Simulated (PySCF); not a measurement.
PySCF 2.14.0, TPSSH/def2-svp, df: Ga(OH)(OMe)(OEt) (CC[O][Ga]([OH])[O]C), 16 atoms. The geometry is a generated start, not checked to be a minimum at this level.

- task = energy
- method = tpssh
- basis = def2-svp
- two-electron scheme = density fitting
- mol.max_memory = 3000 MB
- mf.max_cycle = 100
- mf.init_guess = minao (default)
- mf.DIIS = CDIIS (default)
- mf.diis_space = 8 (default)
- mf.conv_tol = 1e-09 (default)
- mf.grids.level = 3 (default)
- basis functions = 161
- grid points = 193776

```xyz
16

Ga     0.0427     0.7954    -0.3519
O      1.0331     2.0998     0.2846
H      1.0783     2.9568    -0.1353
O     -1.0231     0.8794    -1.7534
C     -1.3572     1.9486    -2.6160
H     -0.8444     2.8865    -2.3686
H     -1.0921     1.6699    -3.6406
H     -2.4369     2.1205    -2.5570
O      0.0095    -0.7781     0.4132
C      0.6612    -1.1712     1.6152
C      0.5312    -2.6843     1.7368
H      1.7199    -0.8858     1.6001
H      0.1868    -0.6866     2.4757
H      1.0317    -3.1718     0.9053
H      0.9780    -3.0144     2.6708
H     -0.5187    -2.9648     1.7210
```

One run each on 2 threads, 1 BLAS thread. Values of level_shift (Hartree) tried: 0 (default), 0.1, 0.3, 1.

### Question
Which value of level_shift (Hartree) needs the fewest Fock builds, and what happens away from it?

### Answer
Fewest Fock builds, within one of each other: 0 (default) with 14, 0.1 with 13. The count rises to 35 at 1. All converge to one solution.

```
level_shift (Hartree)  Fock builds            end
---------------------  -----------  -------------
0 (default)                     14  same solution
0.1                             13  same solution
0.3                             16  same solution
1                               35  same solution
```
